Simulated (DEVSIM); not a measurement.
System: Ni/Si3N4/p-Ge capacitor, at 400 K.

Layer 1 from the left is Si3N4, thickness (nm) 1.60. Layer 2 from the left is Ge, thickness (nm) 730, Na (cm⁻³) 6.6e17.

Metal gate on the left, work function 5.1 eV. Fixed charge at the semiconductor interface 1.8e12 cm⁻² (in units of +e); no interface traps.

This is a model device: material constants are rounded textbook-type values typed into the input, and sizes, dopings and lifetimes were drawn at random. Values at 300 K; Nc and Nv go as T^1.5, mobilities as T to minus their exponent, the gap by Varshni's rule with the affinity fixed.

Si3N4: gap (eV) 5.1, affinity (eV) 2.1, permittivity 7.5. Ge: gap (eV) 0.664, affinity (eV) 4, permittivity 16, Nc (cm⁻³) 1.04e19, Nv (cm⁻³) 6e18, Varshni α (eV/K) 0.000477, Varshni β (K) 235.

**Question.** Estimate by hand the flat-band voltage, the threshold voltage, and compare with a numerical solution.

**Answer.** 
- Flat-band voltage: C = 4.15 μF/cm², work-function difference 0.567 V; VFB = φms − qNf/C = 0.50 V; numerical 0.50 V.
- Threshold voltage: φF = 0.212 V, depletion charge √(4εqNφF) = 3.56e-7 C/cm²; VT = VFB + 2φF + Qd/C = 1.01 V; numerical 1.01 V.

Simulated with DEVSIM: 1D Poisson equation in equilibrium, Boltzmann statistics, complete ionisation; no quantum confinement or tunnelling. Metal contacts follow the ideal Schottky-Mott rule: no Fermi-level pinning, no interface dipoles.
